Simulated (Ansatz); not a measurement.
## What pressure −2 GPa does to Mg

The parent structure is Mg in the bcc (W type) structure (space group Im-3m, No. 229; a = 3.559 Å; a cell from a computed database, its experimental status unchecked).

One thing is altered: hydrostatic tension (pressure −2 GPa).

Calculations: r2SCAN/PAW in Ansatz (a first-principles code), spin-orbit coupling left out. Γ-centred 18×18×18 mesh, Fermi–Dirac width 0.05 eV.

- Lattice parameter a = 362.7 pm (base 355.9 pm)
- Enthalpy H = E + PV relative to the base's energy = -0.29 eV/atom
- Band gap = zero (base zero)

Load acts through the strain it causes; cell and atoms are relaxed under it. No phonon test of stability was made. This is not the structure that Mg has at room temperature and ambient pressure.
